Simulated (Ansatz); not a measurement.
Ansatz (a program for electronic structure) run on NaMg6Ti (P1, 8 atoms in the cell): relaxation of the atoms.

Method: LDA (PW92), PAW files made with PBE (plane waves; Ansatz).

The change in words: atoms moved at random; scf.convergence.dr2_threshold: default (1e-07 eV) → 0.001 eV; relax: default → atoms; relax.f_tol: default → 0.03 eV/Å. Reference geometry:
```
NaMg6Ti
1.0
    5.18202     0.00000     0.00000
    0.00000     3.40681     5.53667
    0.00000    -3.40681     5.53667
Na Mg Ti
1 6 1
Direct
  0.50000   0.33590   0.33590
  0.50000   0.33801   0.83035
  0.50000   0.83035   0.33801
  0.00000   0.14878   0.67636
  0.00000   0.67636   0.14878
  0.00000   0.67040   0.67040
  0.00000   0.16127   0.16127
  0.50000   0.83893   0.83893
```
Moments meant for the start (each program seeds them in its own way; μB, in the order of the atoms Na Mg Mg Mg Mg Mg Mg Ti): 0.0 0.0 0.0 0.0 0.0 0.0 0.0 1.0.

Reference input (self-consistent single point, DFT, LDA (PW92), plane waves, PAW files made with PBE): kpoints.mp_grid.grid = 4 3 3; hamiltonian.xc = lda; hamiltonian.pseudopotentials = {kind: paw} (the program's default PAW files); magnetization.spin_polarized = true; scf.occupations.method = cold; scf.occupations.width = 0.1 eV. This run's input differs from it in these lines:

Ansatz 0.2 input:
```diff
@@ -7,10 +7,10 @@
   atoms:
-    - { symbol: Na, position: [0.500000, 0.335900, 0.335900] }
-    - { symbol: Mg, position: [0.500000, 0.338010, 0.830350] }
-    - { symbol: Mg, position: [0.500000, 0.830350, 0.338010] }
-    - { symbol: Mg, position: [0.000000, 0.148780, 0.676360] }
-    - { symbol: Mg, position: [0.000000, 0.676360, 0.148780] }
-    - { symbol: Mg, position: [0.000000, 0.670400, 0.670400] }
-    - { symbol: Mg, position: [0.000000, 0.161270, 0.161270] }
-    - { symbol: Ti, position: [0.500000, 0.838930, 0.838930], spin: 1.0 }
+    - { symbol: Na, position: [0.505355, 0.346447, 0.326751] }
+    - { symbol: Mg, position: [0.510024, 0.332366, 0.835111] }
+    - { symbol: Mg, position: [0.505556, 0.835288, 0.334459] }
+    - { symbol: Mg, position: [0.012565, 0.152968, 0.672608] }
+    - { symbol: Mg, position: [-0.002947, 0.674377, 0.141862] }
+    - { symbol: Mg, position: [-0.007965, 0.675259, 0.668076] }
+    - { symbol: Mg, position: [-0.012438, 0.155531, 0.165012] }
+    - { symbol: Ti, position: [0.489851, 0.827765, 0.856122], spin: 1.0 }
 kpoints:
@@ -24,2 +24,5 @@
   occupations: { method: cold, width: 0.1 }
+  convergence: { dr2_threshold: 1.0e-03 eV }
+relax:
+  f_tol: 0.03
 output:
```

Log, with long lists cut:

```
   [... SCF lines of the steps left out ...]
relax step   1: F+E_penalty+E_count = -15324.44484268 eV  Δ(F+E_penalty+E_count) = +0.000e0 eV  max|allowed force component| = 3.571e-1 eV/Å  Δτ_max = 0.0000 Å  (12 SCF iters, accepted)
relax step   2: F+E_penalty+E_count = -15324.50304727 eV  Δ(F+E_penalty+E_count) = -5.820e-2 eV  max|allowed force component| = 6.409e-2 eV/Å  Δτ_max = 0.1086 Å  (5 SCF iters, accepted)
relax step   3: F+E_penalty+E_count = -15324.50885123 eV  Δ(F+E_penalty+E_count) = -5.804e-3 eV  max|allowed force component| = 4.348e-2 eV/Å  Δτ_max = 0.0419 Å  (5 SCF iters, accepted)
   [... lines left out ...]
relax step   5: F+E_penalty+E_count = -15324.47513760 eV  Δ(F+E_penalty+E_count) = +3.395e-2 eV  max|allowed force component| = 3.025e-1 eV/Å  Δτ_max = 0.1989 Å  (6 SCF iters, rejected (line search))
relax step   6: F+E_penalty+E_count = -15324.50905862 eV  Δ(F+E_penalty+E_count) = +3.025e-5 eV  max|allowed force component| = 4.443e-2 eV/Å  Δτ_max = 0.0480 Å  (5 SCF iters, rejected (line search))
relax step   7: F+E_penalty+E_count = -15324.50982311 eV  Δ(F+E_penalty+E_count) = -7.342e-4 eV  max|allowed force component| = 1.555e-2 eV/Å  Δτ_max = 0.0240 Å  (3 SCF iters, accepted)
solved again in the potential of the output density, not every published eigenvalue holds within its bar …
the relaxation's final electronic state is not compared with the one that a single-point calculation of its input finds at the relaxed geometry …
Stability not checked (fill_not_monotonic)
Magnetization: 1.8457 μB (41.4229 up, 39.5771 down)
   [... lines left out ...]
Absolute magnetization: 2.1263 μB (∫|ρ↑−ρ↓|, with the PAW one-centre terms)
Free energy (F): -15324.509823 eV
Fermi energy:    5.090118 eV
   [... lines left out ...]
    - { symbol: Mg, position: [5.689015524143547e-5, 0.6724230153986025, 0.14325252751350426] }
    - { symbol: Mg, position: [-3.895671726176733e-5, 0.6726198865245553, 0.672560895538664] }
    - { symbol: Mg, position: [-9.81136177011693e-5, 0.15284992672871814, 0.15294254151763317] }
    - { symbol: Ti, position: [0.5000953729359117, 0.846219235595517, 0.8459399697063795] }
```

The run converged. 

Summary of the result:
- Free energy E − TS (on the zero of these files): -15324.5098 eV
- Fermi level (on the code's own zero): 5.09 eV
- Pressure: -3.91 GPa
- Largest force (vector length): 0.016 eV/Å
- Size of the cell's spin moment: 1.85 μB
- Relaxation steps: 7

The starting cell comes from a database of computed structures (which also holds hypothetical and non-ambient phases and stackings), without a prior relaxation at this level. Its lattice was rescaled by a random factor within 2.5 % of one. For this run, on top of that: atoms moved at random. With one magnetic atom in the cell only a parallel order is possible. Ansatz's pressure includes its estimate of the finite-basis (Pulay) stress.

Cost on one core of a shared machine: roughly 2 min.
